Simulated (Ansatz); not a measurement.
## A constructed model of the (100) surface of fcc Ag, a pseudomorphic layer of Zn in the host's stacking (bottom of the slab: a bare face, its two planes held)

The numbers are results of PBE (plane waves to 420 eV, PAW; Ansatz, an electronic-structure program), not measurements.

Set-up: 7 atoms, 12.2 Å thick at the start; mesh 13x13x1; 0.1 eV smearing; dipole correction on; 2 atoms held, the rest relaxed; symmetry of the start imposed; no spin, no spin-orbit, no U. It is one candidate, not shown to be the stable structure of the face.

```yaml
work_function_of_the_top_face: 4.04 eV
energy_released_by_relaxation: 0.001 eV
cost: around 2.2 core-minutes (rough)
```
